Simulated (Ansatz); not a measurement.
**Input and output of a self-consistent single point for SrPb₃ (Pm-3m, 4 atoms in the cell) (Ansatz, a first-principles code)**

Method: LDA (PW92), default PAW files made with PBE (plane waves; Ansatz).

The input file:

Ansatz 0.2 input:
```yaml
# SrPb3
crystal:
  lattice:
    - [4.989806, 0.000000, 0.000000]
    - [0.000000, 4.989806, 0.000000]
    - [0.000000, 0.000000, 4.989806]
  atoms:
    - { symbol: Sr, position: [0.000000, 0.000000, 0.000000] }
    - { symbol: Pb, position: [0.000000, 0.500000, 0.500000] }
    - { symbol: Pb, position: [0.500000, 0.000000, 0.500000] }
    - { symbol: Pb, position: [0.500000, 0.500000, 0.000000] }
basis:
  ecutwfc: 420.0 eV
kpoints:
  mp_grid: { grid: [7, 7, 7] }
hamiltonian:
  xc: lda
  pseudopotentials: { kind: paw }
scf:
  occupations: { method: fermi_dirac, width: 0.1 eV }
output:
  forces: true
  eigenvalues: true
  stress: true
```

Output, abridged:

```
WARN ansatz: RAYON_NUM_THREADS=1 ignored (pool sized by the plan → 1); use --threads N
Pseudopotentials: kind: paw
Pseudopotential: Sr, paw, valence charge 10
Pseudopotential: Pb, paw, valence charge 14
Crystal: 4 atoms, lattice volume = 124.237 Å³
Basis set: ecut = 420 eV, 2469 PW (Γ)
Bands: 32, of which v1, the nominal top of the filled ones, is band 26 counted from 1 (25 counted from 0)
Symmetry: 48 space group operations
Space group: Pm-3m (ITA 221), of the structure as read, at distance tolerance 5.0e-5 Å
k-points: 20 of 343
PAW frozen core: Sr, regenerated for the run's functional, and the local potential with it
PAW frozen core: Pb, regenerated for the run's functional, and the local potential with it
Initial density: superposition of atomic densities (neutral atoms: chi_scale 0, normalization atom), corrected by the library's trained network
Initial wavefunctions: pseudopotential atomic-orbital guess
Eigensolver: davidson
Functional: x = slater, c = lda
SCF iter   1: F=—  HF=-38253.035648 eV  |F-HF|=—  |Δ(HF+E_count)|=         —  Δρ=5.08e-3  dr2=2.37e-2  ethr=1.77e-3  ⟨swp⟩=9.8  Hψ=3710  notcnv=0
all-band conjugate gradients solve this SCF's bands
preconditioner: auto → Kerker (q_TF=auto, 2.360 Å⁻¹)
SCF iter   2: F=—  HF=-38253.032811 eV  |F-HF|=—  |Δ(HF+E_count)|=   2.84e-3  Δρ=2.62e-3  dr2=7.42e-3  ethr=4.56e-5  ⟨swp⟩=1.8  Hψ=914  notcnv=0
SCF iter   3: F=—  HF=-38253.030524 eV  |F-HF|=—  |Δ(HF+E_count)|=   2.29e-3  Δρ=3.88e-4  dr2=7.96e-4  ethr=1.43e-5  ⟨swp⟩=3.0  Hψ=1128  notcnv=0
SCF iter   4: F=—  HF=-38253.030255 eV  |F-HF|=—  |Δ(HF+E_count)|=   2.69e-4  Δρ=1.11e-4  dr2=1.17e-5  ethr=1.53e-6  ⟨swp⟩=2.0  Hψ=792  notcnv=0
SCF iter   5: F=—  HF=-38253.030254 eV  |F-HF|=—  |Δ(HF+E_count)|=   7.79e-7  Δρ=4.57e-5  dr2=1.07e-5  ethr=2.26e-8  ⟨swp⟩=2.2  Hψ=939  notcnv=0
SCF iter   6: F=—  HF=-38253.030251 eV  |F-HF|=—  |Δ(HF+E_count)|=   3.13e-6  Δρ=1.26e-5  dr2=4.64e-7  ethr=2.06e-8  ⟨swp⟩=2.0  Hψ=764  notcnv=0
SCF iter   7: F=-38253.030251 eV  HF=-38253.030251 eV  |F-HF|=1.69e-8  |Δ(HF+E_count)|=   8.97e-8  Δρ=4.32e-6  dr2=3.00e-8  ethr=1.92e-10  ⟨swp⟩=8.5  Hψ=3230  notcnv=0
SCF 1 converged in 7 iterations: F = -38253.030251 eV  dr2 = 3.00e-8
SCF converged after 7 iterations
Free energy (F): -38253.030251 eV
Harris-Foulkes:  -38253.030251 eV  (|F-HF|=1.69e-8)
Internal energy: -38252.958414 eV  (E = F + TS)
E sigma→0 (E₀):  -38252.994332 eV
Entropy (-TS):   -0.071837 eV (-17.959 meV/atom)
Fermi energy:    10.006742 eV
--- Per-component energies (eV) ---
  E_band       = -221.177720
  E_kinetic    = 1116.830085
  E_local      = -3793.586890  (includes V_loc(G=0)·N_el)
  E_nonlocal   = 1266.398054
  E_hartree    = 1405.111182
  E_xc         = -828.885591
  E_vxc        = -562.495315  (∫ρ·V_xc dr)
  E_paw        = -32907.749242  (= ΣΔE_a)
  E_vpaw       = -1058.542262  (= ΣTr[D̂ρ^β])
  E_aug_tail   = 0.000128  (compensation charges beyond the density's cutoff)
  E_ewald      = -4511.137134
  E_core_change = 0.060995  (= ΣΔE_core)
  E_smearing   = -0.071837  (= −TS)
  E_closure    = -0.000000  (closes the sum)
  Σ components = -38253.030251   (vs F -38253.030251, Δ=0.00e0)
--- Forces (eV/Å), atoms counted from 1 ---
  atom   1  Sr     0.00000000    -0.00000000     0.00000000
   [... zero for the other atoms too ...]
  max |Σ_I F_I| component: 9.62e-29 eV/Å
--- Stress (GPa, compression-positive) ---
       -2.620795       0.000000       0.000000
       -0.000000      -2.620795       0.000000
        0.000000       0.000000      -2.620795
  P = ⅓ Tr σ = -2.6208 GPa (-26.208 kbar)
  The stress holds the Pulay correction. Without it, at fixed plane waves, as pw.x and ABINIT print it: P = -2.6352 GPa
--- Band table (eV; the first three rows and the last of 20) ---
  k-point 0: bands = ["-25.4535", "-7.5409", "-7.5409", "-7.5409", "-6.8977", "-6.8977", "-6.8977", "-6.8768", "-6.7669", "-6.7669", "-6.6918", "-6.6918", "-6.6918", "-6.6303", "-6.6303", "-6.5342", "-6.5085", "-6.5085", "-6.5085", "-0.8565", [...]
  k-point 1: bands = ["-25.4533", "-7.5603", "-7.5524", "-7.5524", "-6.8947", "-6.8773", "-6.8773", "-6.8597", "-6.7618", "-6.7560", "-6.6949", "-6.6811", "-6.6811", "-6.6377", "-6.6300", "-6.5434", "-6.5280", "-6.5280", "-6.5085", "-0.7305", [...]
  k-point 2: bands = ["-25.4529", "-7.6015", "-7.5768", "-7.5768", "-6.8875", "-6.8223", "-6.8223", "-6.8172", "-6.7505", "-6.7270", "-6.7020", "-6.6604", "-6.6578", "-6.6578", "-6.6297", "-6.5819", "-6.5819", "-6.5682", "-6.5085", "-0.3694", [...]
  k-point 19: bands = ["-25.4515", "-7.5828", "-7.5704", "-7.5704", "-6.8158", "-6.8033", "-6.8033", "-6.7905", "-6.7824", "-6.7824", "-6.7714", "-6.6646", "-6.6610", "-6.6610", "-6.6546", "-6.6546", "-6.5448", "-6.5448", "-6.5327", "1.5597", [...]
```

The run converged in 7 iterations.

The starting cell comes from a database of computed structures (which also holds hypothetical and non-ambient phases and stackings), without a prior relaxation at this level. Its lattice was rescaled by up to half a per cent. Spin-orbit coupling is off. Ansatz's pressure includes its estimate of the finite-basis (Pulay) stress.
